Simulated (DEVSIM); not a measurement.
Structure: abrupt In0.53Ga0.47As n-p junction, at 300 K.

Layer 1 from the left is In0.53Ga0.47As, thickness (μm) 6.90, Nd (cm⁻³) 3.4e15, τn (s) 3.4e-10, τp (s) 3.4e-10. Layer 2 from the left is In0.53Ga0.47As, thickness (μm) 87.0, Na (cm⁻³) 1.6e15, τn (s) 3.4e-10, τp (s) 3.4e-10.

Left contact: ohmic. Right contact: ohmic. Voltage is applied to the left contact. Recombination: SRH at mid-gap, radiative. Mobility is constant in doping.

This is a model device: material constants are rounded textbook-type values typed into the input, and sizes, dopings and lifetimes were drawn at random. Values at 300 K.

In0.53Ga0.47As: gap (eV) 0.74, affinity (eV) 4.51, permittivity 13.9, Nc (cm⁻³) 2.1e17, Nv (cm⁻³) 7.7e18, μn (cm²/Vs) 12000, μp (cm²/Vs) 300, B (cm³/s) 9.6e-11.

Estimate by hand the built-in potential, the peak field at zero bias, the capacitance at 3 V, and compare with a numerical solution.


- Built-in potential: ni = √(Nc Nv) exp(−Eg/2kT) = 7.74e11 cm⁻³ with Eg = 0.740 eV; Vbi = kT/q ln(Na Nd/ni²) = 0.414 V; numerical 0.414 V.
- Peak field at zero bias: depletion approximation: W = √(2εVbi/(qN)) = 0.765 μm with N = 1.09e15 cm⁻³; field = 2Vbi/W = 10800 V/cm; numerical 10100 V/cm (estimate above by 6.8 %).
- Capacitance at 3 V: C = √(qεN / 2(Vbi + |V|)) = 5.61 nF/cm²; numerical 5.65 nF/cm² (estimate below by 0.76 %).

Model (solved in DEVSIM): 1D drift-diffusion, Boltzmann statistics, complete ionisation; no tunnelling, impact ionisation, image-force lowering or self-heating.
